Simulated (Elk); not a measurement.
**A self-consistent single point of CdO (Fm-3m, 2 atoms in the cell) with Elk**

Method of the run: PBE, all-electron FP-LAPW, Elk's shipped species files, APW+lo basis with extra local orbitals (Elk 10.2.4).

Input:

```
tasks
  0

xctype
  20

tforce
  .true.

rgkmax
  8.0

gmaxvr
  18.0

lmaxapw
  10

lmaxo
  8

nxlo
  2

lorbcnd
  .true.

lradstp
  2

nrmtscf
  2.0

lmaxi
  4

stype
  0

swidth
  0.00367493

maxscl
  100

scale
  1.889726125

avec
    0.0000000000    2.3480100000    2.3480100000
    2.3480100000    0.0000000000    2.3480100000
    2.3480100000    2.3480100000    0.0000000000

sppath
  'species/'

atoms
  2
  'Cd.in'
  1
  0.0000000000  0.0000000000  0.0000000000    0.0 0.0 0.0
  'O.in'
  1
  0.5000000000  0.5000000000  0.5000000000    0.0 0.0 0.0

ngridk
  10 10 10
```

Log, with long lists cut:

```
│ Elk code version 10.2.4 │

All units are atomic (Hartree, Bohr, etc.)

│ Ground-state run starting from atomic densities │

Lattice vectors :
   0.000000000       4.437095839       4.437095839
   4.437095839       0.000000000       4.437095839
   4.437095839       4.437095839       0.000000000

Unit cell volume      :    174.7134838
Brillouin zone volume :    1.419754263

Muffin-tin inner radius fraction :   0.1000000000E-01

Nuclei treated as point charges

Species :    1 (Cd)
 parameters loaded from : Cd.in
 name : cadmium
 nuclear charge    :   -48.00000000
 electronic charge :    48.00000000
 atomic mass :    204912.7175
 muffin-tin radius :    2.592374814
 number of radial points in muffin-tin :   1199
 atomic positions (lattice), magnetic fields (Cartesian) :
   1 :   0.00000000  0.00000000  0.00000000    0.00000000  0.00000000  0.00000000

Species :    2 (O)
 parameters loaded from : O.in
 name : oxygen
 nuclear charge    :   -8.000000000
 electronic charge :    8.000000000
 atomic mass :    29165.12202
 muffin-tin radius :    1.794721025
 number of radial points in muffin-tin :    599
 atomic positions (lattice), magnetic fields (Cartesian) :
   1 :   0.50000000  0.50000000  0.50000000    0.00000000  0.00000000  0.00000000

Total number of atoms per unit cell :    2

Spin treatment :
 spin-unpolarised

Number of Bravais lattice symmetries :   48
Number of crystal symmetries         :   48
Crystal has inversion symmetry
Real symmetric eigensolver will be used

k-point grid :     10    10    10
k-point offset :    0.000000000       0.000000000       0.000000000
k-point set is reduced with full crystal symmetry group
Total number of k-points :       47

Muffin-tin radius times maximum |G+k| :    8.000000000
 using average radius
Maximum |G+k| for APW functions       :    3.647059601
Maximum (1/2)|G+k|²                   :    6.650521867
Maximum |G| for potential and density :    18.00000000
 potential will be trimmed for |G| > 2 gkmax
Constant for pseudocharge density :   12
Radial integration step length :    2

G-vector grid sizes :     36    36    36
Number of G-vectors :    17153

Maximum angular momentum used for
 APW functions                      :   10
 outer part of muffin-tin           :    8
 inner part of muffin-tin           :    4

Total nuclear charge    :   -56.00000000
Total core charge       :    32.00000000
Total valence charge    :    24.00000000
Total excess charge     :    0.000000000
Total electronic charge :    56.00000000

Effective Wigner radius, rₛ :   0.9064626814

Number of empty states         :    8
Total number of valence states :   20
Total number of core states    :   32

Conduction state local-orbitals added automatically
Total number of local-orbitals :  212

Exchange-correlation functional :     20     0     0
 Perdew-Burke-Ernzerhof, Phys. Rev. Lett. 77, 3865 (1996)
 gradient requirement :    1
 generalised gradient approximation (GGA)

Smearing type :    0
 Gaussian
Smearing width :   0.3674930000E-02
Effective electronic temperature (K) :    1160.451112

Mixing type :    3
 Broyden mixing, J. Phys. A: Math. Gen. 17, L317 (1984)

Kohn-Sham potential initialised from atomic data
│ Self-consistent loop started │
│ Loop number : 1 │
 total energy                :     -5676.88665313
│ Loop number : 2 │
 total energy                :     -5676.94520863
RMS change in Kohn-Sham potential (target) :   0.8054044086     (  0.1000000000E-05)
Absolute change in total energy (target)   :   0.5855550022E-01 (  0.1000000000E-03)
│ Loop number : 3 │
 total energy                :     -5676.69739190
RMS change in Kohn-Sham potential (target) :   0.7896169373     (  0.1000000000E-05)
Absolute change in total energy (target)   :   0.2331778495     (  0.1000000000E-03)
│ Loop number : 4 │
 total energy                :     -5673.70655217
RMS change in Kohn-Sham potential (target) :   0.3633150831     (  0.1000000000E-05)
Absolute change in total energy (target)   :    3.049134201     (  0.1000000000E-03)
│ Loop number : 5 │
 total energy                :     -5672.05691649
RMS change in Kohn-Sham potential (target) :   0.1242487699     (  0.1000000000E-05)
Absolute change in total energy (target)   :    2.411919232     (  0.1000000000E-03)
   [... lines left out ...]
Absolute change in total energy (target)   :   0.4701867985E-02 (  0.1000000000E-03)
│ Loop number : 13 │
 total energy                :     -5671.31145927
RMS change in Kohn-Sham potential (target) :   0.2015291448E-05 (  0.1000000000E-05)
Absolute change in total energy (target)   :   0.1390454207E-02 (  0.1000000000E-03)
│ Loop number : 14 │
 total energy                :     -5671.31137857
RMS change in Kohn-Sham potential (target) :   0.9823784935E-06 (  0.1000000000E-05)
Absolute change in total energy (target)   :   0.4283155986E-03 (  0.1000000000E-03)
│ Loop number : 15 │
 total energy                :     -5671.31132279
RMS change in Kohn-Sham potential (target) :   0.2625429884E-06 (  0.1000000000E-05)
Absolute change in total energy (target)   :   0.1628564441E-03 (  0.1000000000E-03)
│ Loop number : 16 │
 total energy                :     -5671.31131014
RMS change in Kohn-Sham potential (target) :   0.5000618887E-07 (  0.1000000000E-05)
Absolute change in total energy (target)   :   0.5336879985E-04 (  0.1000000000E-03)
Convergence targets achieved

│ Loop number : 17 │

Energies :
 Fermi                       :     0.204615422422
 sum of eigenvalues          :     -3393.31625841
 electron kinetic            :      5942.30376944
 core electron kinetic       :      5739.75763594
 Coulomb                     :     -11450.2359841
 Coulomb potential           :     -9122.64040864
 nuclear-nuclear             :     -534.150684668
 electron-nuclear            :     -12709.5301902
 Hartree                     :      1793.44489079
 Madelung                    :     -6888.91577978
 xc potential                :     -212.979619203
 exchange                    :     -160.527018122
 correlation                 :     -2.85207643230
 total energy                :     -5671.31130921

Density of states at Fermi energy :    1.743276330
 (states/Hartree/unit cell)

Estimated indirect band gap :   0.2273327820E-01
 from k-point      6 to k-point      2
Estimated direct band gap   :   0.6827563760E-01
 at k-point      2

Charges :
 core                        :    32.00000000
 valence                     :    24.00000000
 interstitial                :    1.785590457
 muffin-tins (core leakage)
  species :    1 (Cd)
   atom    1                 :    46.61028958     (  0.2576480098E-03)
  species :    2 (O)
   atom    1                 :    7.604119965     (  0.1065903898E-07)
 total in muffin-tins        :    54.21440954
 total calculated charge     :    55.99940889
 total charge                :    56.00000000
 error                       :   0.5911120489E-03

│ Self-consistent loop stopped │

Forces :
 species :    1 (Cd)
  atom :    1
   Hellmann-Feynman          :     0.00000000    0.00000000    0.00000000
   IBS                       :    -0.00000000   -0.00000000   -0.00000000
   total force               :     0.00000000   -0.00000000   -0.00000000
   total magnitude           :     0.00000000
 species :    2 (O)
  atom :    1
   Hellmann-Feynman          :     0.00000000    0.00000000    0.00000000
   IBS                       :    -0.00000000   -0.00000000   -0.00000000
   total force               :    -0.00000000    0.00000000    0.00000000
   total magnitude           :     0.00000000
```

The run converged in 17 iterations. The count includes the last loop, which Elk runs after its targets are met.

The starting cell comes from a database of computed structures (which also holds hypothetical and non-ambient phases and stackings), without a prior relaxation at this level. Its lattice was rescaled by a random factor within 2.5 % of one. Values depend on the basis (sphere radii, cutoffs, local orbitals), which need not be converged. The run gives no clean gap (levels at the Fermi energy touch, overlap or are partly filled at this smearing), which alone does not show that the compound is a metal. The log's line on a gap gives a spacing of levels on this mesh, which the program prints for metals too.

Cost on one core of a shared machine: roughly 50 s.
